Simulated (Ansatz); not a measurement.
Base system: Ge in the diamond structure (space group Fd-3m, No. 227; a = 5.674 Å). Axes: x, y, z lie along the cube axes.

Structures relaxed with Ansatz (a quantum-chemistry and plane-wave program), r2SCAN, PAW, cutoff 500 eV, scalar-relativistic without spin-orbit coupling.

Base:

Simulated powder pattern, Cu Kα1, λ = 1.54056 Å (kinematic, ideal powder, no thermal factors, no anomalous dispersion; the 10 strongest lines at most, above 2 %, up to 2θ = 90°):

```
2θ (°)  I/Imax (%)    hkl
------  ----------  -----
27.20          100  (111)
45.16           75  (220)
53.52           45  (311)
65.77           12  (400)
72.56           18  (331)
83.37           24  (422)
89.72           14  (511)
```

After one change:

Simulated powder pattern, Cu Kα1, λ = 1.54056 Å (kinematic, ideal powder, no thermal factors, no anomalous dispersion; the 10 strongest lines at most, above 2 %, up to 2θ = 90°):

| 2θ (°) | I/Imax (%) |
|---|---|
| 28.47 | 100 |
| 47.34 | 73 |
| 56.17 | 44 |
| 69.19 | 11 |
| 76.45 | 17 |
| 88.12 | 24 |

Q: Name the change that was made.
A. uniaxial strain ε_xx = −0.64 %
B. isotropic strain −4.37 %
C. uniaxial strain ε_xx = −1.39 %
D. isotropic strain −0.92 %

A: B, isotropic strain −4.37 %. Its volume per atom is 19.97 Å³ against 22.84 Å³, and its space group is Fd-3m (No. 227).

Stability against distortions was not tested.
